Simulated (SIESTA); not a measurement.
Input and output of a self-consistent single point for YCo4Si (P1, 6 atoms in the cell) (SIESTA).

Method of the run: SIESTA with LDA PW92, numerical atomic orbitals DZP, PseudoDojo LDA standard norm-conserving potentials (rewritten from UPF to PSML).

The change in words: atoms moved at random. Reference geometry:
```
CELL_PARAMETERS angstrom
      5.07588     0.00000     0.00000
     -2.53794     4.39584     0.00000
      0.00000     0.00000     3.71864
ATOMIC_POSITIONS crystal
  Y  0.66667 0.33333 0.00000
  Co 0.33333 0.66667 0.00000
  Co 0.66668 0.83334 0.50000
  Co 0.16666 0.33332 0.50000
  Co 0.16666 0.83334 0.50000
  Si 0.00000 0.00000 0.00000
```
Moments meant for the start (each program seeds them in its own way; μB, in the order of the atoms Y Co Co Co Co Si): 0.0 3.0 3.0 3.0 3.0 0.0.

Reference input (self-consistent single point, DFT, LDA PW92, numerical atomic orbitals DZP, PseudoDojo LDA standard norm-conserving potentials (rewritten from UPF to PSML)): XC.functional = LDA; XC.authors = PW92; potentials = PseudoDojo LDA standard; PAO.BasisSize = DZP; PAO.EnergyShift = 0.01 Ry; MeshCutoff = 400 Ry; kgrid.MonkhorstPack = 5 5 6; OccupationFunction = FD; ElectronicTemperature = 0.1 eV; Spin = polarized; DM.InitSpin = [1 +0.00, 2 +3.00, 3 +3.00, 4 +3.00, 5 +3.00, 6 +0.00]; MaxSCFIterations = 150. This run's input differs from it in these lines:

```diff
@@ -19,8 +19,8 @@
 %block AtomicCoordinatesAndAtomicSpecies
-     2.537942538    1.465278868    0.000000000  1
-    -0.000002538    2.930562132    0.000000000  2
-     1.269010607    3.663221347    1.859320000  2
-     0.000002538    1.465234910    1.859320000  2
-    -1.269005531    3.663221347    1.859320000  2
-     0.000000000    0.000000000    0.000000000  3
+     2.495388898    1.446389939    0.068858057  1
+     0.060631387    2.985206831   -0.050506568  2
+     1.292296207    3.639549743    1.828280512  2
+    -0.019311185    1.489385660    1.856746701  2
+    -1.236722934    3.649726115    1.874369336  2
+    -0.054337295   -0.022744081    0.000215681  3
 %endblock AtomicCoordinatesAndAtomicSpecies
```

Log, with long lists cut:

```
        iscf     Eharris(eV)        E_KS(eV)     FreeEng(eV)     dDmax    Ef(eV) dHmax(eV)
   scf:    1   -17653.075292   -17800.226382   -17800.430796  1.479777 -2.538819 27.490011
     spin moment: {S} , |S| = {        0.0        0.0    8.32874 }     8.32874
   scf:    2   -17878.362530   -17851.325849   -17851.500032  0.477619 -3.881242 12.440238
     spin moment: {S} , |S| = {        0.0        0.0    7.05074 }     7.05074
   scf:    3   -17855.670095   -17857.185895   -17857.387147  0.207541 -4.589858  4.687118
     spin moment: {S} , |S| = {        0.0        0.0    6.09690 }     6.09690
   [... lines left out ...]
     spin moment: {S} , |S| = {        0.0        0.0    3.47496 }     3.47496
   scf:   35   -17859.582436   -17859.582442   -17859.822879  0.000011 -5.056806  0.000673
     spin moment: {S} , |S| = {        0.0        0.0    3.47480 }     3.47480
   scf:   36   -17859.582554   -17859.582498   -17859.822880  0.000103 -5.056636  0.000721
     spin moment: {S} , |S| = {        0.0        0.0    3.47603 }     3.47603
   scf:   37   -17859.582493   -17859.582496   -17859.822880  0.000009 -5.056639  0.000688
     spin moment: {S} , |S| = {        0.0        0.0    3.47601 }     3.47601
SCF Convergence by DM+H criterion
max |DM_out - DM_in|         :     0.0000088188
max |H_out - H_in|      (eV) :     0.0006884346
SCF cycle converged after 37 iterations

Using DM_out to compute the final energy and forces

siesta: E_KS(eV) =           -17859.5825

siesta: E_KS - E_eggbox =    -17859.5825

siesta: Atomic forces (eV/Ang):
     1    0.199622    0.106131   -0.121523
     2   -0.235982   -0.235163    0.491515
     3   -0.236341    0.022380    0.158422
     4    0.074535    0.021160   -0.080026
     5   -0.092059   -0.043049   -0.241161
     6    0.292770    0.126715   -0.204652
   Tot    0.002545   -0.001825    0.002576
   Max    0.491515
   Res    0.200618    sqrt( Sum f_i^2 / 3N )
   Max    0.491515    constrained

   [... lines left out ...]
siesta: FreeEng =    -17859.822880
siesta: Cell volume =         82.973127 Ang**3
siesta:        -151.64524340       -147.36950962  kBar
   [... lines left out ...]

mulliken: Qtot =       39.762

Mulliken Atomic Populations:
Atom #   charge [q] valence [e]      Sz [e]  Species
     1     0.094723   10.905277   -0.301889  Y
     2     0.027714   16.972286    1.396291  Co
     3     0.219020   16.780980    0.792934  Co
     4     0.205233   16.794767    0.812430  Co
     5     0.191935   16.808065    0.867718  Co
     6    -0.738625    4.738625   -0.091476  Si
 Total    -0.000000                3.476008
```

The run converged in 37 iterations. Against the reference run the free energy rises by 7.8 meV/atom, the pressure goes from -15.48 to -15.16 GPa, the largest force goes from 0.270 to 0.594 eV/Å and the size of the net moment moves little (0.59 to 0.58 μB/atom).

The starting cell comes from a database of computed structures (which also holds hypothetical and non-ambient phases and stackings), without a prior relaxation at this level. For this run, on top of that: atoms moved at random. The magnetic order is the one reached from the typed start; others were not searched systematically. Values carry the incompleteness of an atom-centred basis. With a pressure of about -15 GPa the cell is away from its equilibrium volume at this level.

Cost on one core of a shared machine: roughly 4 min.
